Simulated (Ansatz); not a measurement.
Functionals compared on a constructed model of the (111)A surface of 3C silicon carbide, Si-terminated, (√3x√3)R30° In adatom at T4 (bottom of the slab: 3 H on 3 bottom sites), in Ansatz (plane waves, PAW). The structure was relaxed with PBE; the other rows are single points on it. Cutoff 420 eV (500 eV for r2SCAN). HSE06 used the coarser mesh 4x4x1.

Slab: 28 atoms, 11.3 Å thick at the start with caps and adatoms (thin: gaps and levels are the slab's own); k 6x6x1, smearing 0.025 eV, dipole-corrected; 6 atoms held, the rest relaxed; start symmetry kept, larger cells not searched; no spin, no spin-orbit, no U. In PBE it is, or lies within 0.01 eV a 1x1 cell of, the lowest of the 2 structures of its composition computed so far; subsurface sites and larger cells were not tried. These notes are the PBE run's.

| functional | gap of the slab on its k-mesh (eV) | highest filled level below the top vacuum level (eV) | rough cost of the single point |
|---|---|---|---|
| PBE | 1.34 | 4.36 | – |
| r2SCAN | ? | ? | around 60 core-seconds (rough) |

Question: Fill in the missing entries.

Answer: 
- r2SCAN, gap of the slab on its k-mesh (eV): 1.52
- r2SCAN, highest filled level below the top vacuum level (eV): 4.53

Ansatz is an electronic-structure program.
